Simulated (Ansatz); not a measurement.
Structure of amorphous Hf$_{12}$Al$_{32}$O$_{72}$ (periodic cell):

```
CELL_PARAMETERS angstrom
     11.06174    -0.00297     0.23918
     -0.00297    11.26578    -0.07603
      0.23918    -0.07603    11.01307
ATOMIC_POSITIONS crystal
  Hf 0.52585 0.33753 0.71929
  Hf 0.89874 0.96256 0.74200
  Hf 0.00866 0.86916 0.07354
  Hf 0.70131 0.97844 0.97759
  Hf 0.50238 0.20514 0.13054
  Hf 0.05443 0.42617 0.19714
  Hf 0.62646 0.19145 0.43033
  Hf 0.45484 0.61125 0.92178
  Hf 0.78225 0.92511 0.24843
  Hf 0.30292 0.79834 0.76972
  Hf 0.82830 0.60721 0.12126
  Hf 0.33735 0.18690 0.38438
  Al 0.24297 0.94154 0.52832
  Al 0.61052 0.46774 0.11076
  Al 0.99828 0.43049 0.70706
  Al 0.21580 0.69379 0.11662
  Al 0.85760 0.73605 0.52275
  Al 0.35057 0.45506 0.19298
  Al 0.14994 0.40529 0.50870
  Al 0.47153 0.93319 0.30054
  Al 0.50552 0.79141 0.10957
  Al 0.12446 0.02949 0.88485
  Al 0.53599 0.62897 0.32834
  Al 0.84549 0.70591 0.80058
  Al 0.89380 0.20416 0.35921
  Al 0.66389 0.59974 0.58703
  Al 0.43374 0.45256 0.46754
  Al 0.08833 0.15438 0.59036
  Al 0.16258 0.94480 0.30189
  Al 0.03107 0.59186 0.92342
  Al 0.46046 0.05087 0.64500
  Al 0.78195 0.34925 0.58991
  Al 0.60167 0.84607 0.76017
  Al 0.70724 0.46855 0.83855
  Al 0.10479 0.15937 0.15943
  Al 0.32933 0.21646 0.86590
  Al 0.95057 0.97742 0.44144
  Al 0.92694 0.52823 0.42753
  Al 0.07790 0.29755 0.93104
  Al 0.39960 0.98604 0.98100
  Al 0.69140 0.91241 0.52611
  Al 0.07283 0.66899 0.62715
  Al 0.27013 0.47392 0.74408
  Al 0.80231 0.23824 0.86447
  O  0.53749 0.59104 0.48503
  O  0.00225 0.66203 0.48574
  O  0.46489 0.11710 0.50352
  O  0.27107 0.94052 0.88971
  O  0.34535 0.36731 0.83904
  O  0.91897 0.44287 0.56535
  O  0.42262 0.93477 0.12942
  O  0.10002 0.91823 0.46017
  O  0.98155 0.50481 0.05126
  O  0.17478 0.18093 0.86203
  O  0.45641 0.48628 0.06856
  O  0.65824 0.22549 0.60916
  O  0.34896 0.93479 0.64693
  O  0.51635 0.32377 0.41653
  O  0.65644 0.30877 0.85454
  O  0.83272 0.99225 0.57763
  O  0.39615 0.44128 0.62969
  O  0.78907 0.30233 0.43129
  O  0.28970 0.61682 0.81977
  O  0.64657 0.88653 0.13696
  O  0.61596 0.93844 0.38776
  O  0.01348 0.90994 0.88454
  O  0.77895 0.09758 0.32635
  O  0.15597 0.82376 0.19310
  O  0.79335 0.08095 0.83570
  O  0.68758 0.76837 0.60053
  O  0.78470 0.60489 0.47198
  O  0.74222 0.60101 0.74963
  O  0.09895 0.03932 0.05180
  O  0.35281 0.29882 0.21532
  O  0.87953 0.76905 0.18101
  O  0.65418 0.44267 0.62203
  O  0.41079 0.52619 0.32050
  O  0.92409 0.78348 0.66912
  O  0.07265 0.44598 0.38088
  O  0.49017 0.76737 0.27310
  O  0.47692 0.74516 0.76892
  O  0.63736 0.12590 0.03642
  O  0.21098 0.53728 0.16835
  O  0.85067 0.35671 0.75350
  O  0.75266 0.84821 0.82632
  O  0.09248 0.30648 0.62641
  O  0.49207 0.10692 0.28132
  O  0.85312 0.97205 0.07660
  O  0.83505 0.85298 0.41676
  O  0.53378 0.93733 0.89581
  O  0.54650 0.49314 0.82369
  O  0.38577 0.14441 0.99373
  O  0.22965 0.10821 0.52768
  O  0.59278 0.96493 0.65251
  O  0.65403 0.58336 0.21580
  O  0.98808 0.97603 0.27234
  O  0.16092 0.52198 0.62162
  O  0.43376 0.16964 0.74781
  O  0.93158 0.24842 0.94699
  O  0.99071 0.25120 0.24011
  O  0.18731 0.77759 0.63988
  O  0.90110 0.51873 0.26433
  O  0.32056 0.93154 0.37829
  O  0.73000 0.49536 0.99992
  O  0.10217 0.43179 0.84279
  O  0.05472 0.05427 0.71166
  O  0.36120 0.71831 0.05488
  O  0.14076 0.29876 0.07769
  O  0.58373 0.70414 0.99429
  O  0.61434 0.32879 0.17188
  O  0.28672 0.34995 0.44869
  O  0.99068 0.59929 0.76216
  O  0.20435 0.10283 0.27035
  O  0.98329 0.13663 0.47123
  O  0.11374 0.70809 0.99739
  O  0.88888 0.68560 0.95273
```

Methods: PBE, scalar-relativistic without spin-orbit coupling (Ansatz, a first-principles code); r2SCAN, scalar-relativistic without spin-orbit coupling (Ansatz). Neutral PBE cell, which sets geometry, pressure and energy: sampling: a 2×2×2 Γ-centred mesh; Fermi-Dirac width 0.02 eV; no spin polarisation.

The cell was made by melting and quenching with the CHGNet potential and then relaxed with DFT. O atoms were pushed apart under 1.9 Å during the dynamics, to hinder bonds among them. The hot cell started wider than the set density and was brought back towards it in steps. It is the lowest in DFT energy of 4 quenches. It is a model cell: composition and starting density were chosen by hand, and all elements were melted together. No dispersion term was used. A short ab initio anneal came between quench and relaxation. Its density started from a set value of 5.16 and ended at 5.03 g/cm³. Cooling (nominally 150 K/ps over its main leg) ran many orders faster than in experiment, which tends to leave more defects and strain. A cell of this size samples the disorder only roughly. Volume and shape were free in the relaxation.

Task: Give the pressure, the energy against reference phases and the spacing of the highest filled and lowest empty levels.

Result: 
The pressure on a 2×2×2 Γ-centred mesh is 0.02 GPa and the largest force and stress component on that mesh (the relaxation ran on the zone centre alone) comes out as 0.02 eV/Å and 0.0 GPa. The energy relative to corundum + HfO2 (P2_1/c) (lowest mix at this level among the phases computed, not always the ambient ones) comes out as 0.166 eV/atom and the level gap on a 2×2×2 Γ-centred mesh (PBE) is 3.91 eV. The level gap at the zone centre (PBE) is 3.93 eV and the level gap at the zone centre (r2SCAN) is 4.51 eV. The distance between the nearest levels spread over more than a fifth of the atoms or a third of the atoms of their main element (six at least) (PBE, zone centre) is 4.28 eV.

Task: At PBE and the zone centre, how localised are the states just below and above the Fermi level (participation number: the atoms over which a state spreads)?

Result: The highest filled state is spread over 5.9 atoms' worth, largest on O110, with weights by element (charge in smoothed Voronoi cells) O 0.95, Al 0.02, Hf 0.02. The lowest empty state is spread over 90.2 atoms' worth, largest on Hf10, with weights by element (charge in smoothed Voronoi cells) O 0.60, Al 0.25, Hf 0.15.

At PBE the levels at the filled edge of the gap are localised (band-tail or defect states), and the nearest spread-out levels lie 4.3 eV apart at the zone centre.

Cut-offs for bonds: Hf-Hf 3.34 Å, Hf-Al 3.00 Å, Hf-O 2.64 Å, Al-Al 2.66 Å, Al-O 2.36 Å, O-O 1.58 Å. Two cations that share two anions don't count as bonded, nor two that share one unless they lie closer than Hf-Hf 3.25 Å, Hf-Al 2.92 Å, Al-Al 2.59 Å.

Added carriers, by PBE, scalar-relativistic without spin-orbit coupling (Ansatz) on the zone centre alone. Charged cells keep the cell fixed and stand in a uniform background, with no image correction, at a width of 0.01 eV; where the count is odd the moment is locked at 1 μB, unless the neutral cell bore moments. Each starts from the undistorted neutral geometry alone. PBE's self-interaction favours spread-out carriers, so it can miss traps that a hybrid finds.

Task: What happens at PBE when the cell takes an extra electron and the atoms relax?

Result: Relaxation lowers the charged cell by 0.02 eV. The largest moves are O101 0.05 Å, Al13 0.03 Å, O115 0.02 Å, O57 0.02 Å. The level that holds the added charge spreads over 81.7 atoms' worth, most on Hf10 (weight 0.05): a carrier spread over the cell. No bond crosses its cut-off with a change of over 0.15 Å (metal-metal contacts aside). Made neutral again at that geometry, the cell lies +0.03 eV from the neutral start.

Task: What happens at PBE when the cell takes a hole and the atoms relax?

Result: Relaxation lowers the charged cell by 0.09 eV. The largest moves are O58 0.08 Å, O65 0.08 Å, O47 0.07 Å, O110 0.06 Å. The level that was emptied spreads over 7.0 atoms' worth, most on O110 (weight 0.27): a partly localised carrier. No bond crosses its cut-off with a change of over 0.15 Å (metal-metal contacts aside). Made neutral again at that geometry, the cell lies +0.20 eV from the neutral start.
